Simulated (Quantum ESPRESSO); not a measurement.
Short convergence ladders for InBi (R3m, 2 atoms in the cell)

```
InBi
1.0
    0.00000     3.39369     3.39369
    3.39369     0.00000     3.39369
    3.39369     3.39369     0.00000
In Bi
1 1
Cartesian
  0.02887   0.02887   0.02887
  1.69685   1.69685   1.69685
```

Base method: PBEsol, PSlibrary PAW (PBE) pseudopotentials (plane waves; Quantum ESPRESSO).

Base settings: ecutwfc = 50 Ry; ecutrho = 500 Ry; occupations = smearing; smearing = gaussian; degauss = 0.0073499 Ry; input_dft = pbesol; potentials = {In: In.pbe-dn-kjpaw_psl.1.0.0.UPF, Bi: Bi.pbe-dn-kjpaw_psl.1.0.0.UPF}; K_POINTS = automatic 4 4 4 0 0 0; conv_thr = 1e-10 Ry.

The count of work is k-points × plane waves × bands × iterations; it is no time. 

**The k-point mesh**

The second cell is the first with its lattice scaled by 0.98.

Only quantities that move along the ladder and can be compared are tabulated.

| K_POINTS | free energy less the last step's (meV/atom) | energy of the compressed cell less the first (meV/atom) | pressure (GPa) | largest difference of a force vector from the last step's (eV/Å) | count of work / last |
|---|---|---|---|---|---|
| automatic 2 2 2 0 0 0 | 813.98 | 90.58 | 4.05 | 0.192 | 0.034 |
| automatic 4 4 4 0 0 0 | 75.47 | 9.25 | -1.23 | 0.002 | 0.11 |
| automatic 5 5 5 0 0 0 | 31.26 | 4.47 | -1.51 | 0.000 | 0.16 |
| automatic 7 7 7 0 0 0 | 6.23 | 2.66 | -1.63 | 0.012 | 0.38 |
| automatic 9 9 9 0 0 0 | 0.84 | 2.37 | -1.66 | 0.005 | 0.73 |
| automatic 10 10 10 0 0 0 | 0.00 | 2.17 | -1.67 | 0.000 | 1.0 |

Coarsest K_POINTS that holds the free energy within 2 meV/atom of the last step, with all finer ones: automatic 9 9 9 0 0 0; the step before is off by 6.2 meV/atom.

Coarsest K_POINTS that holds the pressure within 0.1 GPa of the last step, with all finer ones: automatic 7 7 7 0 0 0, at 0.38 of the last step's count of work; the step before is off by 0.16 GPa.

The energy difference between the two cells stays within 1 meV/atom of the last step's from automatic 7 7 7 0 0 0 on, the total only from automatic 9 9 9 0 0 0 on: much of the error is common to both cells and cancels.

**The k-point mesh at a smearing width of 0.05 eV**

In this ladder: degauss = 0.0036749 Ry.

The second cell is the first with its lattice scaled by 0.98.

Only quantities that move along the ladder and can be compared are tabulated.

| K_POINTS | free energy less the last step's (meV/atom) | energy of the compressed cell less the first (meV/atom) | pressure (GPa) | largest difference of a force vector from the last step's (eV/Å) | count of work / last |
|---|---|---|---|---|---|
| automatic 3 3 3 0 0 0 | 229.47 | 23.85 | -0.27 | 0.064 | 0.071 |
| automatic 5 5 5 0 0 0 | 30.71 | 4.36 | -1.53 | 0.021 | 0.22 |
| automatic 8 8 8 0 0 0 | 1.81 | 2.55 | -1.65 | 0.009 | 0.77 |
| automatic 9 9 9 0 0 0 | 0.00 | 2.29 | -1.67 | 0.000 | 1.0 |

Coarsest K_POINTS that holds the energy of the compressed cell less the first within 1 meV/atom of the last step, with all finer ones: automatic 8 8 8 0 0 0; the step before is off by 2.1 meV/atom.

Coarsest K_POINTS that holds the free energy within 5 meV/atom of the last step, with all finer ones: automatic 8 8 8 0 0 0; the step before is off by 31 meV/atom.

**The number of bands**

The mesh stays at the base's, so the ladder's end is converged at best in this setting alone.

Only quantities that move along the ladder and can be compared are tabulated.

| nbnd | free energy less the last step's (meV/atom) | pressure (GPa) | count of work / last |
|---|---|---|---|
| 14 | 9.21 | -1.33 | 0.37 |
| 15 | 0.00 | -1.24 | 0.36 |
| 16 | 0.00 | -1.24 | 0.35 |
| 18 | 0.00 | -1.23 | 0.39 |
| 24 | 0.00 | -1.24 | 0.46 |
| 46 | 0.00 | -1.24 | 1.0 |

Coarsest nbnd that holds the pressure within 0.05 GPa of the last step, with all finer ones: 15, at 0.36 of the last step's count of work; the step before is off by 0.10 GPa.

Coarsest nbnd that holds the free energy within 2 meV/atom of the last step, with all finer ones: 15, at 0.36 of the last step's count of work; the step before is off by 9.2 meV/atom.

On the base run: the starting cell comes from a database of computed structures (which also holds hypothetical and non-ambient phases and stackings), without a prior relaxation at this level. Its lattice was rescaled by up to half a per cent. One atom was moved a little off its site on purpose.
